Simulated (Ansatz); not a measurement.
System: SiO2 (model structure, started from the cotunnite type, Cmce, No. 64, 12 atoms in the cell). Method: r²SCAN (Ansatz, a quantum-chemistry and plane-wave program, plane waves, PAW).

Settings: plane-wave cutoff 560 eV, 8×12×6 k mesh (along the axes of the cell as run), Fermi–Dirac smearing 0.01 eV, scalar-relativistic PAW data made under PBE.

Cell (relaxed at this level):

```cif
data_O8Si4
_chemical_formula_sum 'Si4 O8'
_space_group_name_H-M_alt 'P 1'
_space_group_IT_number 1
_cell_length_a 4.62808
_cell_length_b 2.67415
_cell_length_c 9.71275
_cell_angle_alpha 90.000
_cell_angle_beta 90.000
_cell_angle_gamma 90.000
loop_
_space_group_symop_operation_xyz
  'x, y, z'
loop_
_atom_site_label
_atom_site_type_symbol
_atom_site_fract_x
_atom_site_fract_y
_atom_site_fract_z
_atom_site_occupancy
Si1 Si 0.75000 0.25000 0.50000 1
Si2 Si 0.25000 0.25000 0.00000 1
Si3 Si 0.25000 0.75000 0.50000 1
Si4 Si 0.75000 0.75000 0.00000 1
O1 O 0.58335 0.25000 0.90712 1
O2 O 0.08335 0.25000 0.59288 1
O3 O 0.41665 0.75000 0.09288 1
O4 O 0.91665 0.75000 0.40712 1
O5 O 0.41665 0.25000 0.40712 1
O6 O 0.91665 0.25000 0.09288 1
O7 O 0.58335 0.75000 0.59288 1
O8 O 0.08335 0.75000 0.90712 1
```

Task: Estimate the band gap and smallest direct gap on the k points sampled that the calculation returns.

Result: 
- band gap: 7.32 eV (indirect)
- smallest direct gap on the k points sampled: 7.72 eV

Note: the relaxation could raise the start's symmetry but not lower it, so the cell can be a saddle point; the cell has widely spaced layers and the level no dispersion term, so their spacing and the moduli can rest on weak binding.

The computed numbers hold no vibrational or temperature effects.

A model structure was made by putting elements into a prototype or built by hand; it is no filed structure, need not be a known phase, and can be a saddle point held by its symmetry.
